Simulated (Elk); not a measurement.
Band structure of LaAl₂Cu₃ (Cmmm, 6 atoms in the cell).

```
CELL_PARAMETERS angstrom
      2.68800    -4.51426     0.00000
      2.68800     4.51426     0.00000
      0.00000     0.00000     4.17089
ATOMIC_POSITIONS crystal
  La 0.00000 0.00000 0.00000
  Al 0.50000 0.00000 0.50000
  Al 0.00000 0.50000 0.50000
  Cu 0.66109 0.33891 0.00000
  Cu 0.33891 0.66109 0.00000
  Cu 0.50000 0.50000 0.50000
```

Level of theory: Elk with PBEsol, all-electron FP-LAPW, Elk's shipped species files, APW+lo basis with extra local orbitals.

Settings: xctype = 22; rgkmax = 7.5; swidth = 0.00367493 Ha; ngridk = 5 5 6; gmaxvr = 16 1/bohr; nxlo = 2; lorbcnd = true; rmtscf = 0.94; lmaxi = 3; maxscl = 100.

The starting cell comes from a database of computed structures (which also holds hypothetical and non-ambient phases and stackings), without a prior relaxation at this level. Its lattice was rescaled by a random factor within 2.5 % of one. Spin polarisation is off. Values depend on the basis (sphere radii, cutoffs, local orbitals), which need not be converged.

Levels in eV from the Fermi level, bands 37 to 44:
```json
[
 {"point": "Γ", "37": "-1.83", "38": "-1.73", "39": "-0.82", "40": "-0.40", "41": "-0.14", "42": "0.38", "43": "2.36", "44": "2.46"},
 {"point": "X", "37": "-2.55", "38": "-0.27", "39": "0.26", "40": "0.34", "41": "0.34", "42": "0.51", "43": "1.98", "44": "2.30"},
 {"point": "S", "37": "-1.87", "38": "-1.68", "39": "-0.59", "40": "0.54", "41": "1.19", "42": "1.52", "43": "1.72", "44": "2.07"},
 {"point": "R", "37": "-2.52", "38": "-2.11", "39": "-0.88", "40": "-0.07", "41": "0.36", "42": "1.95", "43": "2.20", "44": "2.33"},
 {"point": "A", "37": "-2.40", "38": "-1.95", "39": "-1.17", "40": "-0.87", "41": "0.87", "42": "0.87", "43": "2.31", "44": "2.31"},
 {"point": "Z", "37": "-2.40", "38": "-1.43", "39": "-1.20", "40": "-1.07", "41": "-0.60", "42": "0.67", "43": "0.82", "44": "1.27"},
 {"point": "Y", "37": "-2.52", "38": "-1.92", "39": "-0.08", "40": "1.22", "41": "1.31", "42": "1.35", "43": "1.58", "44": "2.06"},
 {"point": "X1", "37": "-2.55", "38": "-0.27", "39": "0.26", "40": "0.34", "41": "0.34", "42": "0.51", "43": "1.98", "44": "2.30"},
 {"point": "A1", "37": "-2.40", "38": "-1.95", "39": "-1.17", "40": "-0.87", "41": "0.87", "42": "0.87", "43": "2.31", "44": "2.31"},
 {"point": "T", "37": "-2.33", "38": "-2.04", "39": "-1.08", "40": "-0.28", "41": "0.19", "42": "1.06", "43": "1.94", "44": "2.32"}
]
```

Bands cross the Fermi level along this path, so the cell is metallic at this level.
